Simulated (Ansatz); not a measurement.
Start from Al₂O₃ in the corundum structure (space group R-3c, No. 167).

```xyz
10
Lattice="2.4040 1.3879 4.3739 -2.4040 1.3879 4.3739 0.0000 -2.7759 4.3739" Properties=species:S:1:pos:R:3 pbc="T T T"
Al     0.0000     0.0000     4.6205
Al     0.0000     0.0000     1.9403
Al     0.0000     0.0000     8.5011
Al     0.0000     0.0000    11.1813
O     -0.9320     1.3879     7.6543
O     -0.7360    -1.5011     7.6543
O      1.6680     0.1132     7.6543
O      0.9320    -1.3879     5.4673
O      0.7360     1.5011     5.4673
O     -1.6680    -0.1132     5.4673
```

Cartesian axes are those of the cell as printed.

All numbers come from Ansatz (an electronic-structure program) PBE, scalar-relativistic without spin-orbit coupling, earlier PAW set.

One thing is altered: biaxial strain −1.59 %, plane normal [001], relaxed out of plane (Cartesian); in-plane vectors clamped, the third vector and the atoms free.

Problem. How does this affect the ratio −ε⊥/ε∥ and in-plane stress?

Solution. The ratio −ε⊥/ε∥ comes out as 0.48; the mean in-plane stress (compression positive) amounts to +9.2 GPa.

Whether these cells are dynamically stable was not tested.
